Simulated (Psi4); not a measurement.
Psi4 1.11, BP86/def2-svp: La(F)2(NH2) ([NH2][La]([F])[F]), 6 atoms. The geometry is a generated start, not checked to be a minimum at this level.

```yaml
task: energy
method: bp86
basis: def2-svp
memory: 3 GB
maxiter: 100
keys_of_the_molecule_block: symmetry c1
scf_type: df (default)
guess: auto, which took SAD (default)
scf_initial_accelerator: adiis (default)
e_convergence: 1e-06 (default)
d_convergence: 1e-06 (default)
dft_radial_points: 75 (default)
dft_spherical_points: 302 (default)
effective_core_potentials: those of the basis set, past Kr
basis_functions: 84
grid_points: 131025
```

```xyz
6

La     0.4284    -0.6214     0.5641
F      2.2643    -1.3705     0.2567
F     -0.2733    -1.4786     2.2311
N     -0.6231     0.8856    -0.7723
H     -1.3717     1.5310    -0.5218
H     -0.4246     1.0539    -1.7576
```

Charge 0 and multiplicity 1 are set for this test and not shown to be the ground state.

One run each on 2 threads. Values of diis_max_vecs tried: 3, 6, 10 (default), 20.

### Question
Predict the course of the SCF iterations along this series.

### Answer
Fewest SCF iterations, within one of each other: 6 with 10, 10 (default) with 10, 20 with 10. The count rises to 24 at 3. All converge to one solution.

```tsv
diis_max_vecs	SCF iterations	end
3	24	same solution
6	10	same solution
10 (default)	10	same solution
20	10	same solution
```
